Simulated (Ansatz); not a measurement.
```
RbSnBr3
1.0
    5.77489     0.00000     0.00000
    0.00000     5.77489     0.00000
    0.00000     0.00000     5.83370
Rb Sn Br
1 1 3
Direct
  0.00000   0.00000   0.08786
  0.50000   0.50000   0.48392
  0.00000   0.50000   0.45037
  0.50000   0.50000   0.99475
  0.50000   0.00000   0.45037
```

The cell was generated from a structure type, relaxed within its symmetry, and need not be the phase found at ambient conditions. Spin-orbit coupling is not included. Rb is the large-site (A) cation and Sn the one bonded closest to the anions (B).

**Question.** Give the diagonal Born effective charges atom by atom and the electronic dielectric tensor from linear response, DFT at the PBEsol level (Ansatz, a quantum-chemistry and plane-wave program).

**Answer.** 
```json
[
 {"atom": "Rb1", "Z*xx": "1.29", "Z*yy": "1.29", "Z*zz": "1.15"},
 {"atom": "Sn2", "Z*xx": "4.95", "Z*yy": "4.95", "Z*zz": "4.90"},
 {"atom": "Br3", "Z*xx": "-4.93", "Z*yy": "-0.65", "Z*zz": "-0.59"},
 {"atom": "Br4", "Z*xx": "-0.67", "Z*yy": "-0.67", "Z*zz": "-4.87"},
 {"atom": "Br5", "Z*xx": "-0.65", "Z*yy": "-4.93", "Z*zz": "-0.59"}
]
```

ε∞ diagonal: 6.4, 6.4, 6.4. The program warned that the k mesh resolves the field response only roughly, so the permittivities are not converged. At this level the polar cell without biaxial strain is unstable to a cell-doubling distortion (lowest mode away from Γ 32i cm⁻¹ on a 2×2×2 mesh), so it is not the ground state. At Γ this cell has an unstable mode of 16i cm⁻¹, so it is a symmetry-held saddle and not a minimum.
